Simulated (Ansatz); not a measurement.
# Ca under a change: isotropic strain +2.80 %

The parent structure is Ca in the fcc (Cu type) structure (space group Fm-3m, No. 225; a = 5.569 Å; relaxed with 0.1 eV smearing).

The change: the cell is scaled by 1.0280 in all directions; the atoms relax in the strained cell.

Computed with r2SCAN in Ansatz (plane waves to 500 eV, PAW, no spin-orbit coupling), earlier PAW set. k-mesh 20×20×20 (Γ-centred); smearing 0.1 eV (Fermi–Dirac).

```tsv
quantity	base	changed	shift
space group	Fm-3m (No. 225)	Fm-3m (No. 225)	–
energy relative to the base (free energy F)	0 meV/atom	+16 meV/atom	+16 meV/atom
pressure	0.0 GPa	-1.3 GPa	-1.3 GPa
band gap	zero	zero	–
```

Stability against distortions was not tested.

Ansatz is an electronic-structure program.
